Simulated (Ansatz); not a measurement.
An Ansatz (a quantum-chemistry and plane-wave program) run: Cu with a change (pressure 15 GPa); Ansatz PBEsol, spin-orbit coupling left out.

Input:

Ansatz 0.2 input:
```yaml
crystal:
  lattice:
    - [0, 1.759528826, 1.759528826]
    - [1.759528826, 0, 1.759528826]
    - [1.759528826, 1.759528826, 0]
  atoms:
    - { symbol: Cu, position: [0, 0, 0] }
basis: { ecutwfc: 420, ecutrho_ratio: 4, xc_grid: 2, fft_grid_basis: typed }
kpoints: { mp_grid: { grid: [22, 22, 22] } }
hamiltonian:
  xc: pbesol
  dispersion: none
  pseudopotentials: { kind: paw }
scf: { occupations: { method: fermi_dirac, width: 0.05 } }
relax: { f_tol: 0.01, max_steps: 60, cell: { stress_tol: 0.02, p_target: 15.0 } }
output: { forces: true, stress: true }
checkpoint: { write: state.ck, write_every: 1000 }
```

Output (explanatory and most iteration lines left out):

```
Relaxation: its limit of steps is 60 (relax.max_steps)
Pseudopotential: Cu, paw, valence charge 19
Crystal: 1 atoms, lattice volume = 10.895 Å³
Basis set: ecut = 420 eV, 181 PW (Γ), exchange–correlation on 36×36×36 points (8 copies of the dense FFT grid, shifted against one another)
Bands: 14, of which v1, the nominal top of the filled ones, is band 10 counted from 1 (9 counted from 0)
Symmetry: 48 space group operations
Space group: Fm-3m (ITA 225), of the structure as read, at distance tolerance 2.2e-5 Å
k-points: 328 of 10648
Functional: x = pbesol(κ = 0.804, μ = 0.12345679012345678), c = pbesol(β = 0.046)
SCF iter   1: F=—  HF=-6588.771658 eV  |F-HF|=—  |Δ(HF+E_count)|=         —  Δρ=2.00e-2  dr2=2.21e-2  ethr=1.77e-3  ⟨swp⟩=5.6  Hψ=23311  notcnv=0
SCF iter   2: F=—  HF=-6588.766261 eV  |F-HF|=—  |Δ(HF+E_count)|=   5.40e-3  Δρ=1.06e-3  dr2=6.11e-5  ethr=1.16e-4  ⟨swp⟩=2.8  Hψ=9928  notcnv=0  defer=92
SCF 1 converged in 6 iterations: F = -6588.766255 eV  dr2 = 3.30e-13
relax step   1: F+E_penalty+E_count = -6588.76625473 eV  Δ(F+E_penalty+E_count) = +0.000e0 eV  max|allowed force component| = 0.000e0 eV/Å  Δτ_max = 0.0000 Å  P = +7.019 GPa  Ω = 10.895 Å³  (6 SCF iters, dr2 threshold 1.00e-7 eV, accepted)
[... steps on the carried basis left out ...]
relax step   7: F+E_penalty+E_count = -6588.74000252 eV  Δ(F+E_penalty+E_count) = -1.959e-9 eV  max|allowed force component| = 0.000e0 eV/Å  Δτ_max = 0.0000 Å  P = +15.000 GPa  Ω = 10.508 Å³  stress off target by 3.71e-4 GPa  SCF on the basis re-selected at this cell (its energy is not comparable with the rows above)  (5 SCF iters)
SCF converged after 5 iterations
Free energy (F): -6588.740003 eV
Internal energy: -6588.737915 eV  (E = F + TS)
E sigma→0 (E₀):  -6588.738959 eV
Entropy (-TS):   -0.002088 eV (-2.088 meV/atom)
Fermi energy:    19.281784 eV
--- Forces (eV/Å), atoms counted from 1 ---
  atom   1  Cu    -0.00000000     0.00000000     0.00000000
--- Stress (GPa, compression-positive) ---
       15.000371       0.000000       0.000000
        0.000000      15.000371       0.000000
        0.000000       0.000000      15.000371
  P = ⅓ Tr σ = 15.0004 GPa (150.004 kbar)
--- Relaxed structure (5 steps of the walk, 5 accepted, 2 SCFs on fresh bases) ---
  cell:  # Å, volume = 10.5080 Å³
    - [2.2750039944236808e-34, 1.7384563049334687, 1.7384563049334687]
    - [1.7384563049334687, 1.8908607460942077e-35, 1.7384563049334687]
    - [1.7384563049334687, 1.7384563049334687, 9.076131433595269e-35]
  atoms:
    - { symbol: Cu, position: [0.0, 0.0, 0.0] }
```

Load acts through the strain it causes; cell and atoms are relaxed under it. No phonon test of stability was made. No other phases were tried under pressure. The final runs are not spin-polarised. The cell was made from Cu in the fcc (Cu type) structure (space group Fm-3m, No. 225) by this change: pressure 15 GPa.
